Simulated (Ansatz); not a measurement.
Band-edge transport in monolayers: monolayer As under several functionals (Ansatz, a program for electronic structure, without spin-orbit coupling). The PBE cell:

```
CELL_PARAMETERS angstrom
      3.60509     0.00000     0.00000
     -1.80254     3.12210     0.00000
      0.00000     0.00000    17.27314
ATOMIC_POSITIONS crystal
  As 0.66667 0.33333 0.54026
  As 0.33333 0.66667 0.45974
```

```tsv
Functional	cell relaxed with	band gap	electron conductivity mass	hole conductivity mass
PBE	PBE	1.62 eV	0.23 mₑ	0.29 mₑ
HSE06	PBE	___	___	___
```

### Question
Given the cheaper levels, estimate the HSE06 row.

### Answer

- HSE06, band gap: 2.24 eV
- HSE06, electron conductivity mass: 0.22 mₑ
- HSE06, hole conductivity mass: 0.27 mₑ

For the band gap, PBE gives 1.62 eV and HSE06 2.24 eV: PBE lies 28 % below.

Masses are for dilute carriers at 300 K, harmonic means over directions unless an axis is named. Spin-orbit coupling is left out; without it hole values are far off for these elements.
